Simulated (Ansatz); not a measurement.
Start from Rh in the fcc (Cu type) structure (space group Fm-3m, No. 225; relaxed with 0.1 eV smearing).

```
Rh
1.0
    0.00000     1.89079     1.89079
    1.89079     0.00000     1.89079
    1.89079     1.89079     0.00000
Rh
1
Direct
  0.00000   0.00000   0.00000
```

Cartesian axes are those of the cell as printed.

Method: PBEsol (Ansatz, a program for electronic structure), scalar-relativistic without spin-orbit coupling.

One thing is altered: the cell is stretched by 1.50 % along z with no lateral relaxation, atoms relaxed at fixed cell.

### Question
Predict the stress tensor and what it implies for the stiffness.

### Answer
Stress of the strained cell less that of the base (GPa, compression positive):
```
   -2.9     0.0     0.0
    0.0    -2.9     0.0
    0.0     0.0    -6.6
```

Then −Δσ_ii/ε with ε = 0.0150 gives secant stiffness values (nonlinear terms included at this strain): C33 ≈ 443 GPa, C13 ≈ 195 GPa and C23 ≈ 195 GPa.

As a check, the harmonic strain energy −½ V₀ Δσ:ε is 4.2 meV/atom; the computed energy rise is 4.3 meV/atom.

No phonon test of stability was made. All final runs are without spin polarisation.
